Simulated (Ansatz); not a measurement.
Base system: CaO in the rock salt structure (space group Fm-3m, No. 225).

```
CaO
1.0
    0.00000     2.41540     2.41540
    2.41540     0.00000     2.41540
    2.41540     2.41540     0.00000
Ca O
1 1
Direct
  0.00000   0.00000   0.00000
  0.50000   0.50000   0.50000
```

Calculations: DFT with PBE, PAW potentials and a 420 eV plane-wave cutoff in Ansatz (a quantum-chemistry and plane-wave program), without spin-orbit coupling.

Before the change:

| Property | Value |
|---|---|
| Gap character | indirect, Γ → X |
| Electron mass | 1.4 mₑ along k, 0.44 mₑ across (at X) |

One thing is altered: the cell is scaled by 0.9950 in all directions, atoms relaxed at fixed cell.

Predict the new energy relative to the base, gap character and electron mass.

The energy rises by 1.1 meV/atom; the gap character stays indirect, Γ → X; the electron mass is still 1.4 mₑ along k, 0.44 mₑ across (at X).

The cells carry an imposed strain or load. Effective masses come from finite differences of ±0.01 Å⁻¹. Along k means along the line from Γ to the band edge. Stability against distortions was not tested.
